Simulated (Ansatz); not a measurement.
Consider Ti in the hcp (Mg type) structure (space group P6_3/mmc, No. 194; a = 2.9395 Å, c = 4.6539 Å; relaxed with 0.1 eV smearing). Axes: x lies along a and z along c of the hexagonal cell.

Structures relaxed with PBE in Ansatz (plane waves to 420 eV, PAW, no spin-orbit coupling), earlier PAW set.

Base:

Simulated powder pattern, Cu Kα, λ = 1.54184 Å (kinematic, ideal powder, no thermal factors, no anomalous dispersion; the 10 strongest lines at most, above 2 %, up to 2θ = 90°):

```csv
2θ (°),I/Imax (%),hkl
35.26,25,(100)
38.70,25,(002)
40.39,100,(101)
53.34,14,(102)
63.27,15,(110)
71.18,15,(103)
74.55,2.2,(200)
76.69,16,(112)
77.79,12,(201)
87.32,2.9,(202)
```

After one change:

Simulated powder pattern, Cu Kα, λ = 1.54184 Å (kinematic, ideal powder, no thermal factors, no anomalous dispersion; the 10 strongest lines at most, above 2 %, up to 2θ = 90°):

```csv
2θ (°),I/Imax (%)
35.71,25
38.29,27
40.69,100
53.35,14
64.15,15
70.85,16
77.24,16
78.80,12
81.97,2.3
88.12,2.9
```

What was done to the base?
A) uniaxial strain ε_zz = −1.03 %
B) isotropic strain +2.37 %
C) isotropic strain −1.02 %
D) biaxial strain −1.23 %, plane normal [001], relaxed out of plane

D, biaxial strain −1.23 %, plane normal [001], relaxed out of plane. Its volume per atom is 17.16 Å³ against 17.41 Å³, and its space group is P6_3/mmc (No. 194).

Whether these cells are dynamically stable was not tested. All final runs are without spin polarisation.

Ansatz is a first-principles code.
